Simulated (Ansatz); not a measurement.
**Effort and miss along a sweep of basis.ecutwfc: Ca₃Cu₂O₆ (Cm, 11 atoms in the cell)**

Cell: a = 6.5210 Å, b = 6.5210 Å, c = 6.7343 Å, α = 105.14°, β = 105.14°, γ = 32.79°.

Level of theory: LDA (PW92), default PAW files made with PBE (plane waves; Ansatz, a quantum-chemistry and plane-wave program).

Base settings: basis.ecutwfc = 420 eV; kpoints.mp_grid.grid = 6 6 4; hamiltonian.xc = lda; hamiltonian.pseudopotentials = {kind: paw} (the program's default PAW files); scf.occupations.method = methfessel_paxton; scf.occupations.width = 0.2 eV.

Misses are taken against the tightest run, 840 eV, which need not be fully converged itself. The energy is the free energy per atom.

The count of work is k-points × plane waves × bands × iterations; it is no time, and leaves out set-up, grids and terms that scale otherwise. Core times come from one kind of shared machine and are given to one figure; runs under 30 s give none.

Ansatz's pressure holds its estimate of the finite-basis (Pulay) stress, which hides part of the cutoff error; the uncorrected pressure shows it.

The starting cell comes from a database of computed structures (which also holds hypothetical and non-ambient phases and stackings), without a prior relaxation at this level. Its lattice was rescaled by a random factor within 2.5 % of one. Spin polarisation is off, so a magnetic state, if there is one, cannot be reached. In the base run, with a pressure of about -8 GPa the cell is away from its equilibrium volume at this level. Ansatz's pressure includes its estimate of the finite-basis (Pulay) stress. The run gives no clean gap (levels at the Fermi energy touch, overlap or are partly filled at this smearing), which alone does not show that the compound is a metal.

The runs (basis.ecutwfc): 170 eV | 210 eV | 250 eV | 295 eV | 335 eV | 380 eV | 420 eV | 485 eV | 545 eV | 630 eV | 735 eV | 840 eV.

Problem. Which is the coarsest setting among those run that, with all tighter ones, holds the energy within 10 meV/atom of the reference, and what does it save?

Solution. 420 eV, off by 5.8 meV/atom; its saving against the reference is no more than about a factor of 2 in time.

Problem. Which is the coarsest setting among those run that, with all tighter ones, holds the energy within 1 meV/atom of the reference, and what does it save?

Solution. 485 eV, off by 0.82 meV/atom; its saving against the reference is no more than about a factor of 2 in time.

Problem. What does the step from 170 eV to 335 eV buy?

Solution. It takes the miss in the energy from 17000 to 110 meV/atom, for 2.4 times the count of work.

```
basis.ecutwfc  energy less reference (meV/atom)  pressure less reference (GPa)  largest difference in the force on any atom (eV/Å)  uncorrected pressure less reference (GPa)  count of work / reference  core time / reference (rough)
-------------  --------------------------------  -----------------------------  --------------------------------------------------  -----------------------------------------  -------------------------  -----------------------------
170 eV                                 16606.70                           9.78                                               4.260                                    -622.49                       0.10                              –
210 eV                                  5219.28                          10.36                                               2.725                                    -243.67                       0.14                              –
250 eV                                  1580.86                           0.87                                               0.570                                     -92.62                       0.19                            0.4
295 eV                                   400.50                          -0.37                                               0.121                                     -29.52                       0.22                              –
335 eV                                   111.16                          -0.20                                               0.021                                      -9.78                       0.25                              –
380 eV                                    24.35                          -0.06                                               0.010                                      -2.57                       0.30                            0.5
420 eV                                     5.81                           0.00                                               0.001                                      -0.69                       0.35                            0.6
485 eV                                     0.82                           0.01                                               0.002                                      -0.03                       0.44                            0.5
545 eV                                     0.54                           0.01                                               0.001                                       0.01                       0.52                            0.6
630 eV                                     0.37                           0.00                                               0.000                                       0.01                       0.65                            0.8
735 eV                                     0.24                           0.00                                               0.000                                       0.01                       0.82                            0.9
840 eV                                     0.00                           0.00                                               0.000                                       0.00                        1.0                              1
```

Keys are those of Ansatz 0.2.
